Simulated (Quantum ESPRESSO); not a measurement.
Quantum ESPRESSO is run on IrRu3 (P6_3/mmc, 8 atoms in the cell), and the run fails. The aim is a self-consistent single point with DFT, LDA (PZ), plane waves, GBRV 1.5 ultrasoft (LDA) pseudopotentials.

Input:

```fortran
&CONTROL
 calculation = 'scf',
 prefix = 'run',
 outdir = './tmp/',
 pseudo_dir = './',
 tprnfor = .true.,
 tstress = .true.,
/
&SYSTEM
 ibrav = 4,
 A = 5.5271246190,
 C = 4.3894110000,
 nat = 8,
 ntyp = 2,
 ecutwfc = 40,
 ecutrho = 320,
 occupations = 'smearing',
 smearing = 'fd',
 degauss = 0.0073499,
/
ATOMIC_SPECIES
Ru   101.0700  ru_lda_v1.2.uspp.F.UPF
Ir   192.2170  ir_lda_v1.2.uspp.F.UPF
ATOMIC_POSITIONS {angstrom}
Ru    0.0000000000    1.5873423500    1.0973527500
Ru    2.7635623095    3.1992879799    3.2920582500
Ru    4.1524458194    0.7936711750    3.2920582500
Ru   -1.3888835099    3.9929591549    1.0973527500
Ru    1.3888835099    3.9929591549    1.0973527500
Ru    1.3746787996    0.7936711750    3.2920582500
Ir    0.0000000000    3.1910868866    3.2920582500
Ir    2.7635623095    1.5955434433    1.0973527500
K_POINTS {automatic}
4 4 4  0 0 0
```

The program printed (abridged):

```
     This program is part of the open-source Quantum ESPRESSO suite
     for quantum simulation of materials; please cite

 %%%%%%%%%%%%%%%%%%%%%%%%%%%%%%%%%%%%%%%%%%%%%%%%%%%%%%%%%%%%%%%%%%%%%%%%%%%%%%
     Error in routine  read_namelists (1):
      bad line in namelist &electrons: "4 4 4  0 0 0" (error could be in the previous line)
 %%%%%%%%%%%%%%%%%%%%%%%%%%%%%%%%%%%%%%%%%%%%%%%%%%%%%%%%%%%%%%%%%%%%%%%%%%%%%%

     stopping ...
```

### Question
Read the log: what does the program object to, and what is the fix?

### Answer
The fault is a required namelist left out. The program reads the namelists in a fixed order, even empty ones. To fix it, add the namelist. The program stopped before any SCF iteration.

The sound input it was made from differs as follows (other fixes are possible):
```diff
+&ELECTRONS
+ conv_thr = 1.0d-10,
+ mixing_beta = 0.4,
+/
```

With that input, the run converged in 13 iterations: free energy E − TS -20821.8634 eV; Fermi level (on the code's own zero) 22.25 eV; pressure -27.45 GPa; largest force (vector length) 0.042 eV/Å (DFT, LDA (PZ), plane waves, GBRV 1.5 ultrasoft (LDA) pseudopotentials).

On the sound input: the starting cell comes from a database of computed structures (which also holds hypothetical and non-ambient phases and stackings), without a prior relaxation at this level. Its lattice was rescaled by a random factor within 2.5 % of one. Spin polarisation is off. With a pressure of about -27 GPa the cell is away from its equilibrium volume at this level. Without a gap this mesh is coarse (it stands for a supercell whose shortest vector is 18 Å).
